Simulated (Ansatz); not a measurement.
Functionals compared on the (10-12) surface of hcp Zn in its 1x1 cell, outermost plane spacing 1.13 Å in the ideal cut (one of several cuts of this face), in Ansatz (plane waves, PAW). The structure was relaxed with PBE; the other rows are single points on it, each with its references at the same level. Cutoff 420 eV (500 eV for r2SCAN).

Set-up: 14 atoms, 11.3 Å thick at the start; mesh 14x6x1; 0.1 eV smearing; dipole correction on; all atoms relaxed; held to the start's symmetry, so lower structures may exist; no spin, no spin-orbit, no U. These notes are the PBE run's.

```
functional  surface energy (J/m²)  work function of the top face (eV)           rough cost of the single point
----------  ---------------------  ----------------------------------  ---------------------------------------
PBE                          0.64                                4.23                                        –
LDA                          1.03                                4.53  about 2.3 core-minutes (a rough figure)
PBEsol                       0.94                                4.32                 roughly 2.1 core-minutes
RPBE                         0.46                                4.10  about 110 core-seconds (a rough figure)
r2SCAN                       0.79                                4.34    about 4 core-minutes (a rough figure)
```

Ansatz is a first-principles code.
